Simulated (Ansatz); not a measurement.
Ansatz (an electronic-structure program) run on TiZn₃ (P4mm, 4 atoms in the cell): self-consistent single point.

Computed with LDA (PW92), default PAW files made with PBE (plane waves; Ansatz).

```xyz
4
Lattice="3.8692 0.0000 0.0000 0.0000 3.8692 0.0000 0.0000 0.0000 3.8692" Properties=species:S:1:pos:R:3 pbc="T T T"
Ti     0.0000     0.0000     0.0500
Zn     0.0000     1.9346     1.9346
Zn     1.9346     0.0000     1.9346
Zn     1.9346     1.9346     0.0000
```

Reference input (self-consistent single point, DFT, LDA (PW92), plane waves, default PAW files made with PBE): basis.ecutwfc = 420 eV; kpoints.mp_grid.grid = 9 9 9; hamiltonian.xc = lda; hamiltonian.pseudopotentials = {kind: paw} (the program's default PAW files); scf.occupations.method = fermi_dirac; scf.occupations.width = 0.1 eV. This run's input differs from it in these lines:

Ansatz 0.2 input:
```diff
@@ -14,3 +14,3 @@
 kpoints:
-  mp_grid: { grid: [9, 9, 9] }
+  mp_grid: { grid: [17, 17, 17] }
 hamiltonian:
@@ -19,3 +19,3 @@
 scf:
-  occupations: { method: fermi_dirac, width: 0.1 }
+  occupations: { method: fermi_dirac, width: 0.05 }
 output:
```

The program printed (abridged):

```
SCF iter   1: F=—  HF=-12189.969427 eV  |F-HF|=—  |Δ(HF+E_count)|=         —  Δρ=1.28e-2  dr2=1.39e-1  ethr=1.77e-3  ⟨swp⟩=6.0  Hψ=52285  notcnv=0
all-band conjugate gradients solve this SCF's bands
preconditioner: auto → Kerker (q_TF=auto, 2.644 Å⁻¹)
SCF iter   2: F=—  HF=-12189.952287 eV  |F-HF|=—  |Δ(HF+E_count)|=   1.71e-2  Δρ=5.93e-3  dr2=3.92e-2  ethr=2.90e-4  ⟨swp⟩=2.0  Hψ=16793  notcnv=0  defer=21
   [... lines left out ...]
SCF iter   6: F=—  HF=-12189.945883 eV  |F-HF|=—  |Δ(HF+E_count)|=   1.16e-5  Δρ=5.76e-5  dr2=1.83e-6  ethr=7.73e-8  ⟨swp⟩=2.0  Hψ=19429  notcnv=0  defer=21
SCF iter   7: F=-12189.945882 eV  HF=-12189.945882 eV  |F-HF|=1.55e-8  |Δ(HF+E_count)|=   5.59e-7  Δρ=1.18e-5  dr2=6.52e-8  ethr=2.08e-10  ⟨swp⟩=3.8  Hψ=53983  notcnv=0
the search or the solves at the SCF's close seem to have found levels that the self-consistency loop had missed (the run counts 2) …
SCF 1 converged in 7 iterations: F = -12189.945882 eV  dr2 = 6.52e-8
Free energy (F): -12189.945882 eV
Internal energy: -12189.919577 eV  (E = F + TS)
E sigma→0 (E₀):  -12189.932729 eV
Entropy (-TS):   -0.026305 eV (-6.576 meV/atom)
Fermi energy:    12.038858 eV
--- Forces (eV/Å), atoms counted from 1 ---
  atom   1  Ti     0.00000000     0.00000000    -0.40891466
  atom   2  Zn    -0.00000000     0.00000000     0.18325625
  atom   3  Zn    -0.00000000     0.00000000     0.18325625
  atom   4  Zn    -0.00000000     0.00000000     0.04241434
--- Stress (GPa, compression-positive) ---
       -5.526088       0.000000      -0.000000
        0.000000      -5.526088       0.000000
       -0.000000       0.000000      -5.586903
  P = ⅓ Tr σ = -5.5464 GPa (-55.464 kbar)
  The stress holds the Pulay correction. Without it, at fixed plane waves, as pw.x and ABINIT print it: P = -5.6119 GPa
```

The run converged in 7 iterations. Against the reference run the free energy goes up by 8.7 meV/atom, the pressure goes from -5.41 to -5.55 GPa and the largest force moves little (0.410 to 0.409 eV/Å).

The starting cell comes from a database of computed structures (which also holds hypothetical and non-ambient phases and stackings), without a prior relaxation at this level. Its lattice was rescaled by up to half a per cent. One atom was moved a little off its site on purpose. Spin polarisation is off. With a pressure of about -6 GPa the cell is away from its equilibrium volume at this level. Ansatz's pressure includes its estimate of the finite-basis (Pulay) stress.

Cost on one core of a shared machine: roughly 60 s.
